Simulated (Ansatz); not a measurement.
We consider cubic perovskite BaHfO₃, described by rVV10 in Ansatz (PAW).

Run with plane-wave cutoff 520 eV, 8×8×8 k mesh, Fermi–Dirac smearing 0.01 eV, scalar-relativistic PAW data made under PBE.

The volume scan:

```
V (Å³/atom)  E − E_lowest (meV/atom)  P (GPa)
-----------  -----------------------  -------
14.099                         30.03    11.30
14.399                         12.86     7.12
14.699                          3.10     3.37
14.999                          0.00     0.00
15.299                          2.88    -3.02
15.599                         11.12    -5.73
15.899                         24.17    -8.17
```

Q: Estimate the bulk modulus from the pressures at 14.699 and 15.299 Å³/atom, and compare it with a fit to all energies.

A: B = −V dP/dV. Between V = 14.699 and 15.299 Å³/atom, dP/dV = (-3.02 − (3.37))/(15.299 − 14.699) = -10.7 GPa per Å³/atom; at the midpoint 14.999 Å³/atom this gives B ≈ 160 GPa. The third-order Birch–Murnaghan fit gives V0 = 14.999 Å³/atom, B0 = 159 GPa, B′ = 4.4, which lies within 1 % of that estimate.

Measured, for comparison: equilibrium volume per atom 14.51 Å³/atom (room temperature, no zero-point or thermal correction; as tabulated in Zhao et al. (2008), arXiv:0809.3506). Computed (rounded) less measured: equilibrium volume per atom +3.4 %.

Spin–orbit coupling is not included.

Computed values are for the static lattice.

Ansatz is a quantum-chemistry and plane-wave program.
